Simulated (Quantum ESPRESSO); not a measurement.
A working Quantum ESPRESSO input for Mg3H2O4 (P-3m1, 18 atoms in the cell) (DFT, PBEsol, plane waves, GBRV 1.5 ultrasoft (PBESOL) pseudopotentials):

```fortran
&control
   calculation = 'scf'
   prefix = 'Mg3(HO2)2'
   outdir = './work'
   pseudo_dir = './'
   tprnfor = .true.
   tstress = .true.
/
&system
   ibrav = 4
   celldm(1) = 5.726437314
   celldm(3) = 6.33682117252
   nat = 18
   ntyp = 3
   ecutwfc = 40
   ecutrho = 200
   occupations = 'smearing'
   smearing = 'gauss'
   degauss = 0.0036749
/
&electrons
   conv_thr = 1.0d-10
   mixing_beta = 0.5
/
ATOMIC_SPECIES
Mg    24.3050  mg_pbesol_v1.4.uspp.F.UPF
H      1.0080  h_pbesol_v1.4.uspp.F.UPF
O     15.9990  o_pbesol_v1.2.uspp.F.UPF
ATOMIC_POSITIONS angstrom
Mg    1.515150063    0.874772297    4.782375154
Mg    0.000000000    1.749544594   14.420094846
Mg    0.000000000    1.749544594    7.198429929
Mg    1.515150063    0.874772297   12.004040071
Mg    0.000000000    0.000000000   16.845174783
Mg    0.000000000    0.000000000    2.357295217
H     0.000000000    1.749544594   18.867386899
H     1.515150063    0.874772297    0.335083101
H     1.515150063    0.874772297    9.212769032
H     0.000000000    1.749544594    9.989700968
O     0.000000000    1.749544594   17.905343151
O     1.515150063    0.874772297    1.297126849
O     0.000000000    0.000000000   13.214371755
O     0.000000000    0.000000000    5.988098245
O     1.515150063    0.874772297    8.252453507
O     0.000000000    1.749544594   10.950016493
O     0.000000000    1.749544594    3.573003593
O     1.515150063    0.874772297   15.629466407
K_POINTS automatic
5 5 1  1 1 1
```

The run converged in 11 iterations: free energy E − TS -13807.7307 eV; top of the valence band (on the code's own zero) 5.66 eV; gap on the k-point mesh 4.76 eV; pressure 2.60 GPa; largest force (vector length) 1.083 eV/Å. Each of these slips is then made, one at a time:

(1)
```diff
+   nbnd = 54
```

(2)
```diff
-ATOMIC_POSITIONS angstrom
+ATOMIC_POSITIONS fractional
```

(3)
```diff
+   input_dft = 'tb09'
```

### Question
What happens in each case?

### Answer

(1) Too few bands. The program stopped before any SCF iteration.
```
Error in routine setup (1):
too few bands
```

(2) A value that the program does not know. The program stopped before any SCF iteration.
```
Error in routine read_cards (1):
unknown option for ATOMIC_POSITION: ATOMIC_POSITIONS FRACTIONAL
```

(3) A functional that needs a library missing from this build. The program stopped before any SCF iteration.
```
Error in routine set_dft_from_name (2):
libxc needed for this functional
```

The starting cell comes from a database of computed structures (which also holds hypothetical and non-ambient phases and stackings), without a prior relaxation at this level. In the base run, forces exceed 1 eV/Å. The shifted mesh does not hold Γ, so a gap read on it misses any band edge there.

Left out of this page: 4 runs of the series outside the window shown, repeating another row's setting, or not comparable.
